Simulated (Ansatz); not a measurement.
Base system: HfO2 (space group P2_1/c, No. 14).

```
HfO2
1.0
    5.11406     0.00000     0.00000
    0.00000     5.18158     0.00000
   -0.87114     0.00000     5.22313
Hf O
4 8
Direct
  0.27621   0.04185   0.20822
  0.72379   0.54185   0.29178
  0.72379   0.95815   0.79178
  0.27621   0.45815   0.70822
  0.07006   0.33377   0.34402
  0.92994   0.83377   0.15598
  0.92994   0.66623   0.65598
  0.07006   0.16623   0.84402
  0.44796   0.75767   0.47851
  0.55204   0.25767   0.02149
  0.55204   0.24233   0.52149
  0.44796   0.74233   0.97851
```

Cartesian axes are those of the cell as printed.

All numbers come from r2SCAN (Ansatz, a quantum-chemistry and plane-wave program), without spin-orbit coupling.

Before the change:

The valence-band top at Γ is 0.00, -0.21, -0.52 eV.

It is then changed as follows: the cell is compressed by 1.30 % along x with no lateral relaxation; the atoms relax in the strained cell.

Q: How does this affect the energy relative to the base, stress and valence-band top at Γ?

A: The energy grows by 2.1 meV/atom; the stress (xx, yy, zz, yz, xz, xy; compression positive) amounts to (4.43, 2.43, 1.20, 0.00, 0.66, 0.00) GPa; the valence-band top at Γ (three highest levels, from the VBM) becomes 0.00, -0.12, -0.46 eV (base: 0.00, -0.21, -0.52 eV).

With Hf present, leaving out spin-orbit coupling can change the band edges. The levels and masses belong to the bands next to the band gap. Stability against distortions was not tested.
